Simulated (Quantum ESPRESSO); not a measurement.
Input and output of a self-consistent single point for YB₂Mo (Amm2, 4 atoms in the cell) (Quantum ESPRESSO).

Method: vdW-DF-cx, GBRV 1.5 ultrasoft (PBE) pseudopotentials (plane waves; Quantum ESPRESSO).

```yaml
crystal:
  lattice:
    - [3.14219, 0.00000, 0.00000]
    - [0.00000, 1.67267, 5.11191]
    - [0.00000, -1.67267, 5.11191]
  atoms:
    - { symbol: Y, position: [0.00000, 0.15719, 0.15719] }
    - { symbol: B, position: [0.50000, 0.52330, 0.52330] }
    - { symbol: B, position: [0.00000, 0.44075, 0.44075] }
    - { symbol: Mo, position: [0.50000, 0.87876, 0.87876] }
```

Reference input (self-consistent single point, DFT, PBEsol, plane waves, GBRV 1.5 ultrasoft (PBESOL) pseudopotentials): ecutwfc = 40 Ry; ecutrho = 320 Ry; occupations = smearing; smearing = methfessel-paxton; degauss = 0.0036749 Ry; potentials = {Y: y_pbesol_v1.4.uspp.F.UPF, B: b_pbesol_v1.4.uspp.F.UPF, Mo: mo_pbesol_v1.uspp.F.UPF}; K_POINTS = automatic 11 11 11 0 0 0; conv_thr = 1e-09 Ry; mixing_beta = 0.3. This run's input differs from it in these lines:

```diff
@@ -16,2 +16,3 @@
    degauss = 0.0036749
+   input_dft = 'vdw-df-cx'
 /
@@ -22,5 +23,5 @@
 ATOMIC_SPECIES
-Y     88.9058  y_pbesol_v1.4.uspp.F.UPF
-B     10.8100  b_pbesol_v1.4.uspp.F.UPF
-Mo    95.9500  mo_pbesol_v1.uspp.F.UPF
+Y     88.9058  y_pbe_v1.4.uspp.F.UPF
+B     10.8100  b_pbe_v1.4.uspp.F.UPF
+Mo    95.9500  mo_pbe_v1.uspp.F.UPF
 CELL_PARAMETERS angstrom
```

The program printed (abridged):

```
     Self-consistent Calculation

     iteration #  1     ecut=    40.00 Ry     beta= 0.30

     total energy              =    -244.76935253 Ry
     estimated scf accuracy    <       0.56833269 Ry

     iteration #  2     ecut=    40.00 Ry     beta= 0.30

     total energy              =    -244.87850936 Ry
     estimated scf accuracy    <       0.08277770 Ry

     iteration #  3     ecut=    40.00 Ry     beta= 0.30

     total energy              =    -244.89326476 Ry
     estimated scf accuracy    <       0.02176657 Ry

   [... 9 blocks of this kind left out ...]

     iteration # 13     ecut=    40.00 Ry     beta= 0.30

     total energy              =    -244.89668839 Ry
     estimated scf accuracy    <          1.1E-09 Ry

     iteration # 14     ecut=    40.00 Ry     beta= 0.30
     End of self-consistent calculation

     Number of k-points >= 100: set verbosity='high' to print the bands.

     the Fermi energy is    14.3614 ev

!    total energy              =    -244.89668839 Ry
     estimated scf accuracy    <          4.5E-11 Ry
     smearing contrib. (-TS)   =      -0.00001784 Ry
     internal energy E=F+TS    =    -244.89667055 Ry

     convergence has been achieved in  14 iterations

     Forces acting on atoms (cartesian axes, Ry/au):

     atom    1 type  1   force =     0.00000000   -0.00000000   -0.00224169
     atom    2 type  2   force =     0.00000000    0.00000000    0.00091239
     atom    3 type  2   force =     0.00000000    0.00000000    0.00137065
     atom    4 type  3   force =     0.00000000    0.00000000   -0.00004136

     Total force =     0.002782     Total SCF correction =     0.000035

          total   stress  (Ry/bohr**3)                   (kbar)     P=      -50.79
  -0.00033743   0.00000000   0.00000000          -49.64        0.00        0.00
   0.00000000  -0.00040800   0.00000000            0.00      -60.02        0.00
   0.00000000   0.00000000  -0.00029030            0.00        0.00      -42.70

   JOB DONE.
```

The run converged in 14 iterations. Against the reference run the pressure goes from -5.90 to -5.08 GPa and the largest force goes from 0.150 to 0.058 eV/Å.

The starting cell comes from a database of computed structures (which also holds hypothetical and non-ambient phases and stackings), without a prior relaxation at this level. Spin polarisation is off. With a pressure of about -5 GPa the cell is away from its equilibrium volume at this level.

Cost on one core of a shared machine: roughly 4 min.
